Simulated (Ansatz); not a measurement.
Sc3SnC (Pm-3m, No. 221, 5 atoms in the cell; start mp-16297), treated with LDA (PAW; Ansatz, a first-principles code).

Numerical settings: plane-wave cutoff 520 eV, 12×12×12 k mesh, Fermi–Dirac smearing 0.05 eV, scalar-relativistic PAW data made under PBE.

Cell (relaxed at this level):

```
CELL_PARAMETERS angstrom
      4.43560     0.00000     0.00000
      0.00000     4.43560     0.00000
      0.00000     0.00000     4.43560
ATOMIC_POSITIONS crystal
  Sc 0.00000 0.50000 0.50000
  Sc 0.50000 0.00000 0.50000
  Sc 0.50000 0.50000 0.00000
  Sn 0.00000 0.00000 0.00000
  C  0.50000 0.50000 0.50000
```

Predict the bulk modulus B0.


* **bulk modulus B0**: 117 GPa

The run finds no gap.

Note: the bulk modulus is −V dP/dV from two relaxed cells at ±2 % in volume; the relaxation could not lower the start's symmetry, so the cell can be a saddle point above a distorted one.

Spin–orbit coupling is not included; it can open a gap where bands touch, and shift volumes and moduli.

Static lattice: no zero-point or thermal effects.

It cost roughly 110 core-seconds of CPU time.

A start named mp-… is a Materials Project structure, which need not be a measured phase.
